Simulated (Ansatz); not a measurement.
Habitual settings against a tight run: Sr2Mg (C2/m, 6 atoms in the cell)

Self-consistent single point.

```yaml
crystal:
  lattice:
    - [7.75655, -2.08927, 0.00000]
    - [7.75655, 2.08927, 0.00000]
    - [-2.21813, 0.00000, 8.04192]
  atoms:
    - { symbol: Sr, position: [0.14255, 0.14255, 0.07359] }
    - { symbol: Sr, position: [0.85745, 0.85745, 0.92641] }
    - { symbol: Sr, position: [0.85829, 0.85829, 0.43031] }
    - { symbol: Sr, position: [0.14171, 0.14171, 0.56969] }
    - { symbol: Mg, position: [0.49823, 0.49823, 0.24912] }
    - { symbol: Mg, position: [0.50177, 0.50177, 0.75088] }
```

Computed with LDA (PW92), PAW files made with PBE (plane waves; Ansatz, a first-principles code).

Base settings: basis.ecutwfc = 420 eV; kpoints.mp_grid.grid = 6 6 3; hamiltonian.xc = lda; hamiltonian.pseudopotentials = {kind: paw} (the program's default PAW files); scf.occupations.method = gaussian; scf.occupations.width = 0.05 eV.

Tight run (finer mesh or higher cutoff; not a proven limit): basis.ecutwfc: 420 eV → 590 eV; kpoints.mp_grid.grid: 6 6 3 → 9 9 5; scf.convergence.dr2_threshold: default (1e-07 eV) → 1e-09 eV. It gave Fermi level (on the code's own zero) 4.92 eV; pressure -1.79 GPa; largest force (vector length) 0.061 eV/Å.

Quick runs, as changes from the base:
- A: the base itself
- B: basis.ecutwfc: 420 eV → 335 eV; kpoints.mp_grid.grid: 6 6 3 → 6 6 6; hamiltonian.xc: lda → pbesol; kpoints.mp_grid.shift: default → 0.5 0.5 0.5 [PBEsol]
- C: basis.ecutwfc: 420 eV → 335 eV; kpoints.mp_grid.grid: 6 6 3 → 2 2 2
- D: basis.ecutwfc: 420 eV → 250 eV; kpoints.mp_grid.grid: 6 6 3 → 1 1 1; kpoints.mp_grid.shift: default → 0.5 0.5 0.5

Energies are extrapolated to zero smearing width, which holds to low order in the width alone.

Dashes: energy of B, another energy zero.

† marks runs with another functional, U, potentials or spin treatment: their distance from the tight run is not a convergence error alone.

The count of work is k-points × plane waves × bands × iterations; it is no time. 

Pressures in the table are Ansatz's without its Pulay estimate, at a fixed set of plane waves; the tight run's value above holds the estimate.

The starting cell comes from a database of computed structures (which also holds hypothetical and non-ambient phases and stackings), without a prior relaxation at this level. Its lattice was rescaled by a random factor within 2.5 % of one.

```tsv
run	energy less tight (meV/atom)	pressure less tight (GPa)	largest miss in a force vector (eV/Å)	count of work / tight
A	2.0	0.00	0.010	0.14
B†	–	0.78	0.012	0.19
C	-46.1	-0.58	0.033	0.018
D	-467.1	-2.84	0.080	0.0019
```

Among the runs at the tight run's level, the energy misses run from 2.0 to 467.1 meV/atom.

Left out of this page: 2 runs of the series outside the window shown, repeating another row's setting, or not comparable.

Keys are those of Ansatz 0.2.
